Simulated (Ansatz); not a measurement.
The starting structures come from a database of crystals and need not be the phases stable at ambient conditions.

Inside the gap of an insulator the Bloch states are evanescent, with a wavenumber k + iκ along the transport direction.

```xyz
18
Lattice="6.7997 0.0000 0.0000 -1.6862 9.4567 0.0000 1.6862 -2.0996 3.9303" Properties=species:S:1:pos:R:3 pbc="T T T"
Ti     2.5567     4.7284     0.0000
Ti     0.8431    -1.0498     1.9651
Se     5.3765     2.9159     0.8842
Se     1.4232     4.4412     3.0461
Se     4.8231     6.0346     3.8973
Se     1.9766     1.3225     0.0330
O      5.8913     6.5718     2.6739
O      0.9085     0.7853     1.2564
O      4.3083     2.1976     2.0109
O      2.4914     5.1595     1.9194
O      4.0858     8.2320     1.3717
O      2.7140    -0.8749     2.5586
O      4.4276     4.1379     0.1845
O      2.3722     3.2193     3.7458
O      1.8312     2.9922     0.3917
O      4.9685     4.3649     3.5386
O     -0.1176     7.7673     0.3042
O      6.9173    -0.4102     3.6260
```

Space group of this cell: P2_1/c. The cell is taken as given; by r2SCAN its mean pressure is -0.7 GPa.

Transport runs along the normal of the first two printed cell vectors.

No gap correction and no spin-orbit coupling; mid-gap values are interpolated between computed energies.

Task: Compute, with r2SCAN (Ansatz, a first-principles code), the band gap and the smallest decay constant κ at mid-gap.

Result: Gap 2.91 eV on a 6×8×8 mesh; κ = 0.344 1/Å, at (0.500, 0.500) of the in-plane reciprocal vectors. At the zone centre, at the nearest computed energy, the slowest state has κ = 0.35 1/Å.
